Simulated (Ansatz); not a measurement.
For TaSi (model structure, started from the NiAs type, P6₃/mmc, No. 194, 4 atoms in the cell), PBE (Ansatz, a program for electronic structure, PAW) gives:

- lattice parameter a: 3.042 Å
- c axis length: 8.004 Å

Question: What does PBE-D3(BJ) (Ansatz, PAW) give for the same quantities?

Answer: 
- lattice constant a: 2.998 Å (drops by 1.4 %)
- lattice parameter c: 7.985 Å (decreases by 0.2 %)

Changes are worked out from the printed values.

Unless a cell is named, each level is at its own relaxed cell (PBE 16.04, PBE-D3(BJ) 15.54 Å³/atom).

Levels without +SOC leave out spin–orbit coupling, which shifts energies and cells of such heavy elements.

Ansatz's density-functional and Hartree–Fock values are scalar-relativistic unless marked +SOC, with PAW data made under PBE.

A model structure was made by putting elements into a prototype or built by hand; it is no filed structure, need not be a known phase, and can be a saddle point held by its symmetry.
